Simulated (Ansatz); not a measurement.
The parent structure is GaN in the zinc blende structure (space group F-43m, No. 216; a = 4.455 Å). Axes: x, y, z lie along the cube axes.

Level of theory: Ansatz (an electronic-structure program) LDA, without spin-orbit coupling.

Strains are applied to the cell and any free atomic positions relax; under biaxial strain the out-of-plane vector relaxes too.

One change was made to it. Results:

```tsv
quantity	base	after
volume per atom	11.06 Å³	10.98 Å³
pressure (mean of the normal stresses, compression positive)	0.00 GPa	1.33 GPa
valley order (the lowest conduction-band minima on the path, energy above the VBM, named in the base's zone)	Γ 1.96 eV; X along ⟨100⟩ 3.27 eV	Γ 1.98 eV; X along [100] 3.25 eV
```

**Question.** What was done to the base?
(A) biaxial strain −0.83 %, plane normal [111], relaxed out of plane
(B) biaxial strain −0.42 %, plane normal [111], relaxed out of plane
(C) biaxial strain −1.67 %, plane normal [111], relaxed out of plane
(D) biaxial strain +1.67 %, plane normal [111], relaxed out of plane
(E) biaxial strain +0.83 %, plane normal [111], relaxed out of plane

**Answer.** B, biaxial strain −0.42 %, plane normal [111], relaxed out of plane. For comparison, the valley order in the other runs: biaxial strain +0.83 %, plane normal [111], relaxed out of plane gives Γ 1.82 eV; X along [001] 3.21 eV; biaxial strain +1.67 %, plane normal [111], relaxed out of plane gives Γ 1.67 eV; X along [001] 3.15 eV; biaxial strain −1.67 %, plane normal [111], relaxed out of plane gives Γ 2.04 eV; X along [100] 3.20 eV; biaxial strain −0.83 %, plane normal [111], relaxed out of plane gives Γ 2.01 eV; X along [100] 3.24 eV.

The levels and masses belong to the bands next to the band gap. Stability against distortions was not tested. This is not the structure that GaN has at room temperature and ambient pressure.
